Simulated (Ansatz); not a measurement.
## TiSi2: pressure series

Base system: TiSi2 (space group Cmcm, No. 63; a = 3.5149 Å, b = 13.3480 Å, c = 3.5571 Å).

Cell and atoms are relaxed at each pressure.

Method: Ansatz (a first-principles code) PBEsol, no spin-orbit coupling.

```json
[
 {"pressure (GPa)": "0", "volume per atom (Å³/atom)": "13.907"},
 {"pressure (GPa)": "3", "volume per atom (Å³/atom)": "13.620"},
 {"pressure (GPa)": "7", "volume per atom (Å³/atom)": "13.280"},
 {"pressure (GPa)": "15", "volume per atom (Å³/atom)": "12.711"},
 {"pressure (GPa)": "30", "volume per atom (Å³/atom)": "11.896"},
 {"pressure (GPa)": "50", "volume per atom (Å³/atom)": "?"},
 {"pressure (GPa)": "75", "volume per atom (Å³/atom)": "10.364"},
 {"pressure (GPa)": "100", "volume per atom (Å³/atom)": "9.799"}
]
```

Question: Fit the third-order Birch–Murnaghan form P(V) = (3B₀/2)[(V₀/V)^(7/3) − (V₀/V)^(5/3)]·[1 + (3/4)(B₀′ − 4)((V₀/V)^(2/3) − 1)] (squares taken in P) to the rows shown and predict the withheld row.

Answer: Least squares on the printed values gives V₀ = 13.901 Å³/atom, B₀ = 140 GPa, B₀′ = 4.1; this predicts 11.097 Å³/atom, and the run gives 11.100 Å³/atom, 0.003 higher.

Load acts through the strain it causes; cell and atoms are relaxed under it. Whether these cells are dynamically stable was not tested. No other phases were tried under pressure. All final runs are without spin polarisation.
